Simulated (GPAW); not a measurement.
## Input and output of a self-consistent single point for C₃N₄ (P-43m, 7 atoms in the cell) (GPAW)

Method: PBEsol, GPAW PAW datasets PBEsol (made by gpaw-setup) (plane waves; GPAW).

Input as run:

```python
from ase import Atoms
from ase.units import GPa
from gpaw import GPAW, PW

atoms = Atoms(['C', 'C', 'C', 'N', 'N', 'N', 'N'],
              cell=[[3.456760, 0.000000, 0.000000],
                    [0.000000, 3.456760, 0.000000],
                    [0.000000, 0.000000, 3.456760]],
              scaled_positions=[[0.000000, 0.000000, 0.500000],
                                [0.500000, 0.000000, 0.000000],
                                [0.000000, 0.500000, 0.000000],
                                [0.245690, 0.245690, 0.754310],
                                [0.245690, 0.754310, 0.245690],
                                [0.754310, 0.754310, 0.754310],
                                [0.754310, 0.245690, 0.245690]],
              pbc=True)

calc = GPAW(mode=PW(950),
            xc='PBEsol',
            kpts={'size': (10, 10, 10), 'gamma': True},
            occupations={'name': 'fixed-uniform'},
            nbands=-8,
            convergence={'density': 1e-05, 'energy': 1e-05, 'bands': -6},
            symmetry={'symmorphic': False, 'tolerance': 0.0005},
            maxiter=120)

atoms.calc = calc

energy = atoms.get_potential_energy()
print('Energy (eV):', round(energy, 6))
forces = atoms.get_forces()
print('Forces (eV/Ang):')
print(forces.round(5))
stress = atoms.get_stress()
print('Stress (GPa, Voigt):', (stress / GPa).round(4))
```

The program printed (abridged):

```
Input parameters:
  convergence: {bands: -6,
                density: 1e-05,
                energy: 1e-05}
  kpts: {gamma: True,
         size: (10, 10, 10)}
  maxiter: 120
  mode: {ecut: 950.0,
         name: pw}
  nbands: -8
  occupations: {name: fixed-uniform}
  symmetry: {symmorphic: False,
             tolerance: 0.0005}
  xc: PBEsol

species:
  C:
    name: Carbon
    Z: 6.0
    valence: 4
    core: 2
    charge: 0.0
    file: C.PBEsol.gz

    # Using partial waves for C as LCAO basis

  N:
    name: Nitrogen
    Z: 7.0
    valence: 5
    core: 2
    charge: 0.0
    file: N.PBEsol.gz

    # Using partial waves for N as LCAO basis

Reference energy: -8972.766255  # eV

Spin-paired calculation

Convergence criteria:
 Maximum [total energy] change in last 3 cyles: 1e-05 eV / valence electron
 Maximum integral of absolute [dens]ity change: 1e-05 electrons / valence electron
 Maximum integral of absolute [eigenst]ate change: 4e-08 eV^2 / valence electron
 Maximum number of scf [iter]ations: 120

Symmetries present (total): 24
Symmetries with fractional translations: 0
1000 k-points: 10 x 10 x 10 Monkhorst-Pack grid + [1/20,1/20,1/20]
56 k-points in the irreducible part of the Brillouin zone
       k-points in crystal coordinates                weights
   0:     0.00000000    0.00000000    0.00000000          1/1000
   1:     0.10000000    0.00000000    0.00000000          6/1000
   2:     0.10000000    0.10000000    0.00000000         12/1000
   [... 7 lines left out ...]
          ...
  55:     0.50000000    0.50000000    0.50000000          1/1000

Wave functions: Plane wave expansion
  Cutoff energy: 950.000 eV
  Number of coefficients (min, max): 2704, 2800
  Pulay-stress correction: 0.000000 eV/Ang^3 (de/decut=0.000000)

Occupation numbers: # Uniform distribution of occupation numbers

Eigensolver

Densities:
  Coarse grid: 25*25*25 grid
  Fine grid: 50*50*50 grid
  Total Charge: 0.000000

Density mixing:
  Method: separate
  Backend: pulay
  Linear mixing parameter: 0.05
  old densities: 5
  Damping of long wavelength oscillations: 50

Hamiltonian:
  XC and Coulomb potentials evaluated on a 50*50*50 grid
  External potential:
    NoExternalPotential

XC parameters: PBEsol with 2 nearest neighbor stencil

Number of atoms: 7
Number of atomic orbitals: 28
Number of bands in calculation: 24
Number of valence electrons: 32
Bands to converge: 18

Density initialized from atomic densities
  24 bands from LCAO basis set

Atomic positions and initial magnetic moments

Positions:
   0 C      0.000000    0.000000    1.728380    ( 0.0000,  0.0000,  0.0000)
   1 C      1.728380    0.000000    0.000000    ( 0.0000,  0.0000,  0.0000)
   2 C      0.000000    1.728380    0.000000    ( 0.0000,  0.0000,  0.0000)
   3 N      0.849291    0.849291    2.607469    ( 0.0000,  0.0000,  0.0000)
   4 N      0.849291    2.607469    0.849291    ( 0.0000,  0.0000,  0.0000)
   5 N      2.607469    2.607469    2.607469    ( 0.0000,  0.0000,  0.0000)
   6 N      2.607469    0.849291    0.849291    ( 0.0000,  0.0000,  0.0000)

Unit cell:
           periodic     x           y           z      points  spacing
  1. axis:    yes    3.456760    0.000000    0.000000    25     0.1383
  2. axis:    yes    0.000000    3.456760    0.000000    25     0.1383
  3. axis:    yes    0.000000    0.000000    3.456760    25     0.1383

  Lengths:   3.456760   3.456760   3.456760
  Angles:   90.000000  90.000000  90.000000

Effective grid spacing dv^(1/3) = 0.1383

     iter     time        total  log10-change:
                         energy   eigst   dens
iter:   1 --:--:--   -62.867522   +0.57
iter:   2 --:--:--   -62.364330   -0.73  -0.83
iter:   3 --:--:--   -60.421208   -0.59  -0.87
iter:   4 --:--:--   -60.403338   -1.67  -1.21
iter:   5 --:--:--   -60.427570   -1.08  -1.27
iter:   6 --:--:--   -60.398942   -1.20  -1.54
iter:   7 --:--:--   -60.270779   -2.22  -1.61
iter:   8 --:--:--   -60.259816   -2.84  -2.05
iter:   9 --:--:--   -60.260381   -4.09  -2.48
iter:  10 --:--:--   -60.258081   -3.49  -2.46
iter:  11 --:--:--   -60.258084   -5.06  -3.70
iter:  12 --:--:--   -60.258080c  -5.45  -3.73
iter:  13 --:--:--   -60.258076c  -5.91  -3.71
iter:  14 --:--:--   -60.258075c  -6.63  -3.97
iter:  15 --:--:--   -60.258078c  -6.22  -4.00
iter:  16 --:--:--   -60.258075c  -6.15  -3.85
iter:  17 --:--:--   -60.258074c  -7.66c -4.59
iter:  18 --:--:--   -60.258074c  -7.85c -4.75
iter:  19 --:--:--   -60.258074c  -8.24c -4.79
iter:  20 --:--:--   -60.258074c  -8.64c -4.96
iter:  21 --:--:--   -60.258074c  -9.60c -5.39c

Converged after 21 iterations.

Dipole moment: (-0.000000, -0.000000, -0.000000) |e|*Ang

Energy contributions relative to reference atoms: (reference = -8972.766255)

Kinetic:        +49.103833
Potential:      -44.114390
External:        +0.000000
XC:             -65.809237
Entropy (-ST):   +0.000000
Local:           +0.561720
SIC:             +0.000000
--------------------------
Free energy:    -60.258074
Extrapolated:   -60.258074

Showing only first 2 kpts
 Kpt  Band  Eigenvalues  Occupancy
  0    14     11.66603    2.00000
  0    15     11.66603    2.00000
  0    16     14.05288    0.00000
  0    17     14.05288    0.00000

  1    14     11.53106    2.00000
  1    15     11.53106    2.00000
  1    16     14.08910    0.00000
  1    17     14.42195    0.00000

Fermi level: 12.85946

Gap: 2.387 eV
Transition (v -> c):
  (s=0, k=0, n=15, [0.00, 0.00, 0.00]) -> (s=0, k=0, n=16, [0.00, 0.00, 0.00])
No difference between direct/indirect transitions
Energy (eV): -60.258074

Forces in eV/Ang:
  0 C    -0.00000   -0.00000    0.00000
  1 C     0.00000    0.00000    0.00000
  2 C    -0.00000    0.00000   -0.00000
  3 N    -0.02897   -0.02897    0.02897
  4 N    -0.02897    0.02897   -0.02897
  5 N     0.02897    0.02897    0.02897
  6 N     0.02897   -0.02897   -0.02897

Stress tensor:
     0.057234    -0.000000    -0.000000
    -0.000000     0.057234     0.000000
    -0.000000     0.000000     0.057234
Stress (GPa, Voigt): [ 9.1698  9.1698  9.1698  0.     -0.     -0.    ]
```

The run converged in 21 iterations. GPAW prints stress with tension positive.

At such cutoffs GPAW's stress carries a finite-basis (Pulay) error, which enters relaxed cells too; its log prints stress with tension positive.

The starting cell comes from a database of computed structures (which also holds hypothetical and non-ambient phases and stackings), without a prior relaxation at this level.

Cost on one core of a shared machine: roughly 50 s.
